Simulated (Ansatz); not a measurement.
## A constructed model of the (111)A surface of zinc-blende InSb, In-terminated, 2x2 Sb adatom at T1 (bottom of the slab: 3 H on 4 bottom sites)

All values below come from PBE (plane waves to 420 eV, PAW; Ansatz, a program for electronic structure).

Model: 36-atom slab, 17.1 Å thick at the start with caps and adatoms, 3x3x1 mesh, Fermi-Dirac 0.025 eV, dipole correction, 8 atoms held, the rest relaxed; symmetry of the start imposed; no spin (no spin-polarised run to compare, though such a face may carry moments), no spin-orbit, no U. The slab shows no gap over 0.04 eV on its mesh. In PBE it lies 0.44 eV a 1x1 cell over the lowest computed structure of the same composition (2x2 Sb adatom at H3).

The work function of the top face is 4.68 eV and the energy released by relaxation is 1.05 eV. The cost is around 50 core-minutes (rough).
